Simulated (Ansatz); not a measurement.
**TiC: biaxial strain +1.67 %, plane normal [111], relaxed out of plane**

Base system: TiC in the rock salt structure (space group Fm-3m, No. 225; a = 4.3278 Å; relaxed with 0.1 eV smearing). Axes: x, y, z lie along the cube axes.

One thing is altered: tensile biaxial strain of 1.67 % in the plane normal to [111], as in epitaxy on a mismatched substrate; the out-of-plane cell vector and the atoms relax.

Computed with r2SCAN in Ansatz (plane waves to 500 eV, PAW, spin-orbit coupling left out). k-mesh 23×23×23 (Γ-centred); smearing 0.1 eV (Fermi–Dirac).

The volume per atom rises by 0.25 Å³ (10.13 Å³ → 10.38 Å³) and the space group becomes R-3m (No. 166) (base: Fm-3m (No. 225)). The shortest interatomic distance goes up by 0.034 bohr (4.089 bohr → 4.123 bohr) and the energy rises by 9.8 meV/atom. The pressure (mean of the normal stresses, compression positive) goes from zero to -6.1 GPa and the band gap stays zero. The out-of-plane strain amounts to -0.89 % and the ratio −ε⊥/ε∥ is 0.53. The mean in-plane stress (compression positive) is -9.1 GPa.

Cost of the whole job for the changed cell (relaxation, final SCF and bands): roughly 2.7 core-minutes.

Stability against distortions was not tested. All final runs are without spin polarisation.

Ansatz is a quantum-chemistry and plane-wave program.
